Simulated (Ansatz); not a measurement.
Take CdS in the wurtzite structure (space group P6_3mc, No. 186; a = 4.0741 Å, c = 6.6367 Å) as the base.

Structures relaxed with LDA in Ansatz (plane waves to 420 eV, PAW, spin-orbit coupling left out).

Base:

Simulated powder pattern, Co Kα, λ = 1.79026 Å (kinematic, ideal powder, no thermal factors, no anomalous dispersion; the 10 strongest lines at most, above 2 %, up to 2θ = 90°):

| 2θ (°) | I/Imax (%) | hkl |
|---|---|---|
| 29.39 | 59 | (100) |
| 31.30 | 43 | (002) |
| 33.40 | 100 | (101) |
| 43.47 | 27 | (102) |
| 52.13 | 47 | (110) |
| 57.06 | 47 | (103) |
| 62.08 | 36 | (112) |
| 63.34 | 16 | (201) |
| 80.93 | 17 | (203) |
| 86.42 | 14 | (211) |

After one change:

Simulated powder pattern, Co Kα, λ = 1.79026 Å (kinematic, ideal powder, no thermal factors, no anomalous dispersion; the 10 strongest lines at most, above 2 %, up to 2θ = 90°):

| 2θ (°) | I/Imax (%) |
|---|---|
| 29.76 | 59 |
| 31.69 | 43 |
| 33.81 | 100 |
| 44.02 | 26 |
| 52.82 | 46 |
| 57.81 | 47 |
| 62.92 | 36 |
| 64.20 | 16 |
| 82.12 | 17 |
| 87.73 | 14 |

Q: Which change produced these results?
(A) isotropic strain −3.00 %
(B) isotropic strain −0.60 %
(C) isotropic strain −2.40 %
(D) isotropic strain −1.20 %

A: D, isotropic strain −1.20 %. Its volume per atom is 23.00 Å³ against 23.85 Å³, and its space group is P6_3mc (No. 186).

No phonon test of stability was made.

Ansatz is a program for electronic structure.
